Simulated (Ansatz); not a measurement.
Base system: AlN in the zinc blende structure (space group F-43m, No. 216).

```yaml
crystal:
  lattice:
    - [0.00000, 2.18488, 2.18488]
    - [2.18488, 0.00000, 2.18488]
    - [2.18488, 2.18488, 0.00000]
  atoms:
    - { symbol: Al, position: [0.00000, 0.00000, 0.00000] }
    - { symbol: N, position: [0.25000, 0.25000, 0.25000] }
```

Cartesian axes are those of the cell as printed.

Method: r2SCAN (Ansatz, a program for electronic structure, PAW, no SOC).

Strains are applied to the cell and any free atomic positions relax.

One change was made to it. Results:

```json
[
 {"quantity": "smallest direct gap", "base": "4.84 eV", "after": "4.97 eV"},
 {"quantity": "band gap", "base": "3.94 eV", "after": "3.84 eV"},
 {"quantity": "electron mass", "base": "0.51 mₑ along k, 0.33 mₑ across (at X)", "after": "0.49 mₑ along k, 0.34 mₑ across (at X)"},
 {"quantity": "hole mass", "base": "–", "after": "0.34 mₑ along z, 1.4 mₑ across (at Γ)"}
]
```

Q: Which change produced these results?
A. uniaxial strain ε_zz = −1.00 %
B. uniaxial strain ε_zz = −3.00 %
C. uniaxial strain ε_zz = −2.00 %

A: C, uniaxial strain ε_zz = −2.00 %. For comparison, the band gap in the other runs: uniaxial strain ε_zz = −1.00 % gives 3.89 eV; uniaxial strain ε_zz = −3.00 % gives 3.79 eV.

Masses are band curvatures over ±0.01 Å⁻¹ around the edge. Along k means along the line from Γ to the band edge. No phonon test of stability was made. This is not the structure that AlN has at room temperature and ambient pressure.
